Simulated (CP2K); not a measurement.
Band structure of La2Cu2SeSO2 (P4mm, 8 atoms in the cell).

```
CELL_PARAMETERS angstrom
      4.06144     0.00000     0.00000
      0.00000     4.06144     0.00000
      0.00000     0.00000     8.76816
ATOMIC_POSITIONS crystal
  La 0.50000 0.50000 0.85885
  La 0.00000 0.00000 0.14590
  Cu 0.00000 0.50000 0.49163
  Cu 0.50000 0.00000 0.49163
  Se 0.00000 0.00000 0.66815
  S  0.50000 0.50000 0.33867
  O  0.00000 0.50000 0.00259
  O  0.50000 0.00000 0.00259
```

Method of the run: CP2K with PBEsol, GPW, DZVP-MOLOPT-SR-GTH basis, GTH-PBE potentials (GTH_POTENTIALS).

Settings: CUTOFF = 600 Ry; REL_CUTOFF = 50 Ry; SMEAR/METHOD = FERMI_DIRAC; ELECTRONIC_TEMPERATURE = 232.09 K; KPOINTS/SCHEME = MONKHORST-PACK 5 5 3; XC_FUNCTIONAL = PBE:PBESOL; La/BASIS_SET = DZVP-MOLOPT-SR-GTH-q11; La/POTENTIAL = GTH-PBE-q11; Cu/BASIS_SET = DZVP-MOLOPT-SR-GTH-q11; Cu/POTENTIAL = GTH-PBE-q11; Se/BASIS_SET = DZVP-MOLOPT-SR-GTH-q6; Se/POTENTIAL = GTH-PBE-q6; S/BASIS_SET = DZVP-MOLOPT-SR-GTH-q6; S/POTENTIAL = GTH-PBE-q6.

The starting cell comes from a database of computed structures (which also holds hypothetical and non-ambient phases and stackings), without a prior relaxation at this level. Its lattice was rescaled by a random factor within 2.5 % of one. Values carry the incompleteness of an atom-centred basis. The potentials were made for another functional than the one used.

Task: Predict the gap along the standard path and the places of the band edges.

Result: The gap along the path is 1.40 eV, direct at Γ to within 0.01 eV.

Levels in eV from the top of the valence band on the SCF mesh, bands 31 to 35:
```json
[
 {"point": "Γ", "31": "-1.26", "32": "-0.43", "33": "0.00", "34": "0.00", "35": "1.40"},
 {"point": "X", "31": "-0.79", "32": "-0.76", "33": "-0.67", "34": "-0.67", "35": "1.97"},
 {"point": "M", "31": "-1.81", "32": "-1.78", "33": "-1.14", "34": "-1.14", "35": "2.41"},
 {"point": "Z", "31": "-1.26", "32": "-0.89", "33": "-0.09", "34": "-0.09", "35": "1.87"},
 {"point": "R", "31": "-0.72", "32": "-0.68", "33": "-0.63", "34": "-0.61", "35": "2.02"},
 {"point": "A", "31": "-1.81", "32": "-1.78", "33": "-1.14", "34": "-1.14", "35": "2.61"}
]
```

Higher empty bands are left out: an atom-centred basis made for the valence describes them poorly.
